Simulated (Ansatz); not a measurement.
Seebeck coefficient (μV/K, mean over directions) of p-type monolayer HfS2 against carrier density, PBE, rigid bands (Ansatz, a program for electronic structure). Computed gap 1.31 eV; densities at which minority carriers matter at this gap, or further valleys turn the trend, are left out. Conductivity mass 0.34 mₑ (harmonic mean over directions), N_v = 7.0e12 cm⁻² at 300 K.

| hole density | 300 K | 500 K |
|---|---|---|
| 1.9e9 cm⁻² | 879 | ___ |
| 1.9e10 cm⁻² | 681 | ___ |
| 1.9e11 cm⁻² | 482 | 527 |
| 5.7e11 cm⁻² | 388 | 432 |
| 1.9e12 cm⁻² | 284 | 329 |
| 5.7e12 cm⁻² | 190 | 235 |
| 1.9e13 cm⁻² | ___ | 135 |
| 5.7e13 cm⁻² | 36 | 62 |

Task: What belongs in the gaps?

Result: 
- 1.9e9 cm⁻², 500 K: 924
- 1.9e10 cm⁻², 500 K: 726
- 1.9e13 cm⁻², 300 K: 94

Rigid bands with a gap fixed in temperature, one relaxation time for all states, no polarons or phonon drag, and whether or not such doping can be reached. Spin-orbit coupling is left out; with 5d elements it also splits d-like band edges.

Model free-standing layer, not matched to a measured one here: monolayer HfS2.
